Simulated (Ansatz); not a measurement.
**Effect of Cs vacancy, symmetric start on CsSnI3**

Take a 20-atom supercell of CsSnI3 in the cubic perovskite structure (space group Pm-3m, No. 221; a = 6.271 Å) at its relaxed geometry as the base.

Perturbation: one Cs atom is removed, atoms relaxed at fixed cell.

All numbers come from plane-wave PAW DFT at the PBE level (Ansatz, a program for electronic structure, 420 eV), scalar-relativistic without spin-orbit coupling. k-mesh 3×3×3 (Γ-centred); smearing 0.01 eV (Fermi–Dirac).

```yaml
pressure: -0.5 GPa (base 0.1 GPa)
gap_of_the_supercell: zero (base 0.45 eV)
total_moment_of_the_cell: 0.0 μB
energy_gained_by_relaxation: 0.04 eV
mean_distance_from_the_defect_site_to_its_nearest_host_atoms: 453 pm (base 443 pm)
```

Final structure:

```
Cs3Sn4I12
1.0
    6.27133    -6.27133    -6.27133
   -6.27133     6.27133    -6.27133
    6.27133     6.27133     6.27133
Cs Sn I
3 4 12
Direct
  0.00000   0.00000   0.00000
  0.00000   0.50000   0.50000
  0.50000   0.00000   0.50000
  0.50000   0.50000   0.50000
  0.00000   0.00000   0.50000
  0.00000   0.50000   0.00000
  0.50000   0.00000   0.00000
  0.24459   0.50000   0.25541
  0.75541   0.01083   0.25541
  0.75541   0.50000   0.74459
  0.24459   0.98917   0.74459
  0.75541   0.75541   0.51083
  0.24459   0.24459   0.48917
  0.24459   0.75541   0.00000
  0.75541   0.24459   0.00000
  0.50000   0.24459   0.25541
  0.01083   0.75541   0.25541
  0.98917   0.24459   0.74459
  0.50000   0.75541   0.74459
```

The magnetic state is the one reached from the starting moments; the real material's order can differ, and small cells can't hold many antiferromagnetic ones. The cell is small, so the values are those of an ordered compound at a high defect concentration; dilute-limit values will differ. A case with no gap was solved on a k-mesh chosen for an insulator, which is coarse for it. The defect started on the symmetric site and kept its symmetry, so it may sit on a saddle. With I present, leaving out spin-orbit coupling can change the band edges. Seeded moments were not kept for Cs vacancy. Many cubic perovskites are stable only at high temperature; tilts and polar distortions were not tested. The defect cell is spin-polarised and ends with 0.0 μB.
